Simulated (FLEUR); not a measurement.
# Worked example: self-consistent single point of InSb3 (Fm-3m, 4 atoms in the cell) in FLEUR

Computed with PBEsol, all-electron FLAPW (FLEUR), scalar-relativistic valence run with FLEUR.

The input file:

Input of the input generator:

```
InSb3 crystal
&input film=f /
-0.0000000000 3.7945550000 3.7945550000
3.7945550000 -0.0000000000 3.7945550000
3.7945550000 3.7945550000 -0.0000000000
1.8897261246
1.0 1.0 1.0

4
49 0.0000000000 0.0000000000 0.0000000000
51 0.2500000000 0.2500000000 0.2500000000
51 0.7500000000 0.7500000000 0.7500000000
51 0.5000000000 0.5000000000 0.5000000000

&comp jspins=1 /
&exco xctyp='PBEs' /
&kpt div1=4 div2=4 div3=4 /
&end /
```

```xml
<?xml version="1.0" encoding="UTF-8" standalone="no"?>
<fleurInput fleurInputVersion="0.39">
   <comment>
      InSb3 crystal                                                                                       
   </comment>
   <calculationSetup>
      <cutoffs Kmax="3.8" Gmax="15.2" GmaxXC="15.2" numbands="0"/>
      <scfLoop itmax="80" minDistance="0.00001" maxIterBroyd="99" imix="Anderson" alpha="0.05" precondParam="0.0" spinf="2.0"/>
      <coreElectrons ctail="T" frcor="F" kcrel="0" coretail_lmax="0"/>
      <xcFunctional name="PBEs" relativisticCorrections="F"/>
      <magnetism jspins="1"/>
      <soc l_soc="F" theta="0.0" phi="0.0" spav="F"/>
      <expertModes spex="0" secvar="F"/>
      <geometryOptimization l_f="T" forcealpha="1.0" forcemix="BFGS" epsdisp="0.00001" epsforce="0.00001"/>
      <ldaU l_linMix="F" mixParam="0.05" spinf="1.0"/>
   </calculationSetup>
   <cell>
      <bzIntegration valenceElectrons="58.0" mode="hist" fermiSmearingEnergy="0.00367493">
         <kPointListSelection listName="default-1"/>
         <!-- k-points included here -->
         <xi:include xmlns:xi="http://www.w3.org/2001/XInclude" href="kpts.xml"> </xi:include>
      </bzIntegration>
      <!-- symmetry operations included here -->
      <xi:include xmlns:xi="http://www.w3.org/2001/XInclude" href="sym.xml"> </xi:include>
      <bulkLattice scale="1.0">
         <bravaisMatrix>
            <row-1>    0.0000000000000000     7.1706697147315523     7.1706697147315523</row-1>
            <row-2>    7.1706697147315523     0.0000000000000000     7.1706697147315523</row-2>
            <row-3>    7.1706697147315523     7.1706697147315523     0.0000000000000000</row-3>
         </bravaisMatrix>
      </bulkLattice>
   </cell>
   <atomSpecies>
      <species name="Indium (In)" element="In" atomicNumber="49">
         <mtSphere radius="2.63" gridPoints="925" logIncrement="0.014"/>
         <atomicCutoffs lmax="10" lnonsphr="8"/>
         <electronConfig flipSpins="F">
            <coreConfig>(1s1/2) (2s1/2) (2p1/2) (2p3/2) (3s1/2) (3p1/2) (3p3/2) (4s1/2) (3d3/2) (3d5/2) (4p1/2) (4p3/2)</coreConfig>
            <valenceConfig>(5s1/2) (4d3/2) (4d5/2) (5p1/2) (5p3/2)</valenceConfig>
            <stateOccupation state="(5p1/2)" spinUp="0.1666666666667" spinDown="0.1666666666667"/>
            <stateOccupation state="(5p3/2)" spinUp="0.3333333333333" spinDown="0.3333333333333"/>
         </electronConfig>
         <energyParameters s="5" p="5" d="5" f="4"/>
         <lo type="SCLO" l="2" n="4" eDeriv="0"/>
      </species>
      <species name="Antimony (Sb)" element="Sb" atomicNumber="51">
         <mtSphere radius="2.63" gridPoints="925" logIncrement="0.014"/>
         <atomicCutoffs lmax="10" lnonsphr="8"/>
         <electronConfig flipSpins="F">
            <coreConfig>(1s1/2) (2s1/2) (2p1/2) (2p3/2) (3s1/2) (3p1/2) (3p3/2) (4s1/2) (3d3/2) (3d5/2) (4p1/2) (4p3/2)</coreConfig>
            <valenceConfig>(5s1/2) (4d3/2) (4d5/2) (5p1/2) (5p3/2)</valenceConfig>
            <stateOccupation state="(5p1/2)" spinUp="0.5" spinDown="0.5"/>
            <stateOccupation state="(5p3/2)" spinUp="1.0" spinDown="1.0"/>
         </electronConfig>
         <energyParameters s="5" p="5" d="5" f="4"/>
         <lo type="SCLO" l="2" n="4" eDeriv="0"/>
      </species>
   </atomSpecies>
   <atomGroups>
      <atomGroup species="Indium (In)">
         <relPos label="                   1">.0000000000 .0000000000 .0000000000</relPos>
         <force calculate="T" relaxXYZ="TTT"/>
      </atomGroup>
      <atomGroup species="Antimony (Sb)">
         <relPos label="                   2">1.000/4.000 1.000/4.000 1.000/4.000</relPos>
         <relPos label="                   3">-1.000/4.000 -1.000/4.000 -1.000/4.000</relPos>
         <force calculate="T" relaxXYZ="TTT"/>
      </atomGroup>
      <atomGroup species="Antimony (Sb)">
         <relPos label="                   4">1.000/2.000 1.000/2.000 1.000/2.000</relPos>
         <force calculate="T" relaxXYZ="TTT"/>
      </atomGroup>
   </atomGroups>
   <output dos="F" band="F" slice="F">
      <checks vchk="F" cdinf="F"/>
      <bandDOS minEnergy="-.5*Htr" maxEnergy="0.5*Htr" sigma="0.015" storeEVData="T"/>
      <vacuumDOS vacdos="F" integ="F" star="F" nstars="0" locx1="0.0" locy1="0.0" locx2="0.0" locy2="0.0" nstm="0" tworkf="0.0"/>
      <unfoldingBand unfoldBand="F" supercellX="1" supercellY="1" supercellZ="1"/>
      <plotting iplot="0" polar="F">
         <plot TwoD="T" vec1="  1.0  0.0  0.0" vec2="  0.0  1.0  0.0" vec3="  0.0  0.0  1.0" zero="  0.0  0.0  0.0" file="plot"/>
      </plotting>
      <chargeDensitySlicing numkpt="0" minEigenval="0.0" maxEigenval="0.0" nnne="0" pallst="F"/>
      <specialOutput eonly="F"/>
      <magneticCircularDichroism mcd="F" energyLo="-10.0" energyUp="0.0"/>
   </output>
  <!-- We include the file relax.xml here to enable relaxations (see documentation) -->
  <xi:include xmlns:xi="http://www.w3.org/2001/XInclude" href="relax.xml"> <xi:fallback/> </xi:include>
</fleurInput>
```

Output, abridged:

```
      Welcome to FLEUR        (www.flapw.de)
      MaX-Release 8.1          (www.max-centre.eu)

 ========== k-point set info ==========
 Selected k-point list: default-1
 k-point list type: mesh
 4 x 4 x 4
 Number of k points: 10

 ------------Calculation Setup---------------------------
           1           2           5          10
 Number of basis functions:          709
 Iteration:     1   Distance:       2.79032143 me/bohr^3
 Iteration:     2   Distance:       2.60368568 me/bohr^3
 Iteration:     3   Distance:       1.20493039 me/bohr^3
 Iteration:     4   Distance:       0.29483730 me/bohr^3
 Iteration:     5   Distance:       0.24169516 me/bohr^3
 Iteration:     6   Distance:       0.06615214 me/bohr^3
   [... 4 lines left out ...]
 Iteration:    11   Distance:       0.00088886 me/bohr^3
 Iteration:    12   Distance:       0.00027716 me/bohr^3
 Iteration:    13   Distance:       0.00002996 me/bohr^3
 Iteration:    14   Distance:       0.00002671 me/bohr^3
 Iteration:    15   Distance:       0.00000649 me/bohr^3

 Run finished successfully
 Stop message:
   Structural relaxation: Done

[file out, last iteration]
             iter=     16
          p o t e n t i a l   g e n e r a t o r
[...]
          integral of pseudo charge density inside the slab=        0.000000   0.000000
     coulomb potential in the interstitial region:
          density-coulomb potential integrals
          total density-coulomb potenti   -41125.7716363696
          density-effective potential integrals for spin  1
          total density-effective poten   -4.1994868726E+04
          charge density-energy density integrals
          total charge density-energy d   -6.6100349587E+02
 Updated energy parameters for spin:           1
  Atom    1 5s branch from -3.94 to  0.92 htr. ; e_l =  0.0998
  Atom    1 5p branch from -2.41 to  1.53 htr. ; e_l =  0.2917
  Atom    1 5d branch from -0.18 to  2.66 htr. ; e_l =  0.4875
  Atom    1 4f branch from -9.99 to  1.97 htr. ; e_l =  0.6279
  Atom    1 4d branch from-15.43 to -0.18 htr. ; e_l(l -0.2323
  Atom    2 5s branch from -5.00 to  0.53 htr. ; e_l = -0.0574
  Atom    2 5p branch from -3.27 to  1.16 htr. ; e_l =  0.2008
  Atom    2 5d branch from -0.75 to  2.28 htr. ; e_l =  0.4256
  Atom    2 4f branch from -9.99 to  1.71 htr. ; e_l =  0.5783
  Atom    2 4d branch from-18.48 to -0.75 htr. ; e_l(l -0.7702
  Atom    3 5s branch from -5.01 to  0.53 htr. ; e_l = -0.0621
  Atom    3 5p branch from -3.28 to  1.16 htr. ; e_l =  0.1969
  Atom    3 5d branch from -0.76 to  2.27 htr. ; e_l =  0.4221
  Atom    3 4f branch from -9.99 to  1.70 htr. ; e_l =  0.5749
  Atom    3 4d branch from-18.48 to -0.76 htr. ; e_l(l -0.7772
[...]
 fermi energy and band-weighting factors:
at   0.37500   0.37500   0.37500   k-weight:    0.031250
   45 eigenvalues :
   -0.780054   -0.780054   -0.779911   -0.779750   -0.779750   -0.772800   -0.772800   -0.772776
   -0.772776   -0.772699   -0.772671   -0.772446   -0.772446   -0.772341   -0.772341   -0.235232
   -0.234540   -0.234540   -0.233594   -0.233594   -0.118718   -0.047574    0.013319    0.124112
    0.170194    0.170194    0.205187    0.205187    0.236855    0.332110    0.332110    0.349431
    0.382772    0.444641    0.444641    0.470154    0.545058    0.545058    0.635309    0.677853
    0.677853    0.691601    0.691601    0.722029    0.760391
   [... 2 blocks of this kind left out ...]

[...]
FERMIE:
          first approx. to ef    (T=0)  :   0.298945 htr   (energy of the highest occ. eigenvalue)
          number of occ. states  (T=0)  :        293
          first approx. to seigv (T=0)  : -23.599643 htr
          sum of weights of occ. states :  29.000000
          sum of semicore charge        :   0.000000 e
FERHIS:  Fermi-Energy by histogram:
          bandgap                     :   0.000256 htr
          charge neutrality (T=0)     :   0.000000    (zero if the highest occ. eigenvalue is "entirely" occupied)
     EF_NEWTON:  Adjust Fermi-Energy by Newton-Method.
               Number of iterations needed  :   5
               The error in the weight is   :  0.13323E-14
               The error in ef is           : -0.55875E-16 htr
     -->  new fermi energy            :   0.296356 htr
          valence charge              :  58.000000 e
          actual charge blw ef-8kt    :  56.562500 e
          actual charge blw ef+8kt    :  58.000000 e
          number of occ. states       :       305
          sum of the valence weights  :   29.000000
          entropy         :   0.609370 *kb htr/K =   0.00000 htr/K
          sum of val. single particle energies:       -23.5988425397 htr
 Direct bandgap for spin            1 :    2.2393569326177476E-002  Htr
 at k-point           10  with k-vector   0.12500000000000000       0.25000000000000000       0.25000000000000000
          valence density: spin= 1
[...]
     l-like charge
     atom     s        p        d        f        total
 -->  1    0.99538  0.46772  9.86141  0.01254   11.33857
 -->  2    1.46795  1.45263 10.02097  0.01189   12.95473
 -->  3    1.47836  1.39693 10.03357  0.01430   12.92461
          total charge for spin  1=   58.000000
          interst. charge =       7.827367
          mt charge=             11.338566   12.954727   12.924613
          total charge  =   58.000000
          z= 49.     r(1)=  0.633756E-05     dx= 0.014000     m.t.index= 925
               n    l     j    energy       weight
               1.   0.   0.5-1018.3138      2.0000
               2.   0.   0.5 -152.0552      2.0000
               2.   1.   0.5 -141.7894      2.0000
   [... 9 lines left out ...]
          atom type    1  (spin 1)
          kinetic energy=  0.606807833039E+04     sum of the eigenvalues= -0.353464680368E+04
          0.00246244  electrons lost from core.
   [... 2 blocks of this kind left out ...]

          total charge for spin  1=  202.000000
          interst. charge =       7.831824
          mt charge=             47.336103   48.954062   48.923949
          total charge  =  202.000000
          zc=   202.000000     qfix=    1.000000
     t o t a l  e n e r g y
          sum of eigenvalues =            -15301.7807143289
          density-coulomb potential int   -41125.7716363696
          density-effective potential i   -41994.8687264627
          charge density-ex.-corr.energ     -661.0034958724
          el.-nucl. inter. diff. m.t.       7125.4809210272
          Madelung term for atom type:       -22.2989393140
          el.-nucl. inter. diff. m.t.      15710.3705278766
          Madelung term for atom type:       -52.7844878851
          el.-nucl. inter. diff. m.t.       7854.8103961963
          Madelung term for atom type:       -26.5752498827
 ---->    total energy=                   -25323.1218241052 htr
 ---->    (input%tkb*entropy) TS=              0.0022393926 htr
 ---->    free energy=                    -25323.1240634978 htr
      extrapolation for T->0
 ---->    total electron energy=          -25323.1229438015 htr
 ***** TOTAL FORCES ON ATOMS *****
 TOTAL FORCE FOR ATOM TYPE=  1  X=  0.000   Y=  0.000   Z=  0.000
                       FX_TOT= 0.000000 FY_TOT= 0.000000 FZ_TOT= 0.000000
 TOTAL FORCE FOR ATOM TYPE=  2  X=  3.585   Y=  3.585   Z=  3.585
                       FX_TOT= 0.000000 FY_TOT= 0.000000 FZ_TOT= 0.000000
 TOTAL FORCE FOR ATOM TYPE=  3  X=  7.171   Y=  7.171   Z=  7.171
                       FX_TOT= 0.000000 FY_TOT= 0.000000 FZ_TOT= 0.000000
 Structural relaxation: Done
```

The run converged in 15 iterations. FLEUR gives forces in its relaxation mode, with a further iteration, so its stop message speaks of a relaxation.

The starting cell comes from a database of computed structures (which also holds hypothetical and non-ambient phases and stackings), without a prior relaxation at this level. Spin-orbit coupling is off. Values depend on the basis (sphere radii, cutoffs, local orbitals), which need not be converged. No gap is read from this output. The log's line on a gap gives a spacing of levels on this mesh, which the program prints for metals too.

Cost on one core of a shared machine: roughly 2 min.
